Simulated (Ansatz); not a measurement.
Partial pair distribution functions of a relaxed model of amorphous In$_{9}$Ga$_{9}$Zn$_{9}$O$_{35}$F, broadened by 0.06 Å; density 5.77 g/cm³. Calculation: PBE, scalar-relativistic without spin-orbit coupling (plane waves to 420 eV, PAW; Ansatz, an electronic-structure program). The usual formal charges leave 1 electrons over, so the level spacing at the Fermi energy parts defect or band states and needn't be the band gap.

Preparation: random packing, a CHGNet melt and quench, and a DFT relaxation. O and F atoms were pushed apart under 1.9 Å during the dynamics, to hinder bonds among them. The hot cell started wider than the set density and was brought back towards it in steps. It is the lowest in DFT energy of 2 quenches. It is a model cell: composition and starting density were chosen by hand, and all elements were melted together. No dispersion term was used. Its density started from a set value of 5.90 and ended at 5.77 g/cm³. The simulated quench (nominally 260 K/ps over its main leg) is rapid and tends to freeze in more defects than a deposited or slowly cooled glass has. Values belong to this one cell and scatter from quench to quench. Volume and shape were free in the relaxation. On a 2×2×2 Γ-centred mesh force components of up to 0.15 eV/Å stay, since the relaxation ran on the zone centre alone.

| r (Å) | g In-O | g Ga-O | g In-In | g Ga-Ga |
|---|---|---|---|---|
| 1.60 | 0.00 | 0.01 | 0.00 | 0.00 |
| 1.70 | 0.00 | 0.44 | 0.00 | 0.00 |
| 1.80 | 0.00 | 4.60 | 0.00 | 0.00 |
| 1.90 | 0.03 | 9.63 | 0.00 | 0.00 |
| 2.00 | 1.30 | 4.98 | 0.00 | 0.00 |
| 2.10 | 6.75 | 1.59 | 0.00 | 0.00 |
| 2.20 | 6.73 | 0.42 | 0.00 | 0.00 |
| 2.30 | 3.41 | 0.33 | 0.00 | 0.00 |
| 2.40 | 1.31 | 0.11 | 0.00 | 0.00 |
| 2.50 | 0.80 | 0.00 | 0.00 | 0.00 |
| 2.60 | 0.08 | 0.00 | 0.00 | 0.00 |
| 2.70 | 0.00 | 0.00 | 0.00 | 0.00 |
| 2.80 | 0.00 | 0.07 | 0.00 | 0.14 |
| 2.90 | 0.08 | 0.45 | 0.00 | 1.98 |
| 3.00 | 0.24 | 0.29 | 0.28 | 3.53 |
| 3.10 | 0.14 | 0.35 | 1.19 | 2.31 |
| 3.20 | 0.24 | 0.69 | 1.78 | 1.66 |
| 3.30 | 0.33 | 1.04 | 4.26 | 2.34 |
| 3.40 | 0.25 | 0.67 | 2.56 | 1.96 |
| 3.50 | 0.43 | 1.17 | 1.46 | 1.82 |
| 3.60 | 0.63 | 0.93 | 1.84 | 1.63 |
| 3.70 | 0.82 | 0.88 | 1.30 | 0.87 |
| 3.80 | 1.31 | 1.33 | 1.21 | 0.73 |
| 3.90 | 1.27 | 1.34 | 1.16 | 0.34 |
| 4.00 | 1.15 | 1.23 | 0.35 | 0.01 |
| 4.10 | 0.98 | 1.13 | 0.66 | 0.00 |
| 4.20 | 0.99 | 0.82 | 0.99 | 0.00 |
| 4.30 | 1.08 | 0.99 | 0.17 | 0.19 |
| 4.40 | 1.03 | 1.27 | 0.28 | 0.59 |
| 4.50 | 1.58 | 1.31 | 0.47 | 0.61 |
| 4.60 | 1.86 | 1.29 | 0.06 | 1.13 |

Within 2.66 Å each In has 5.33 O neighbours on average.
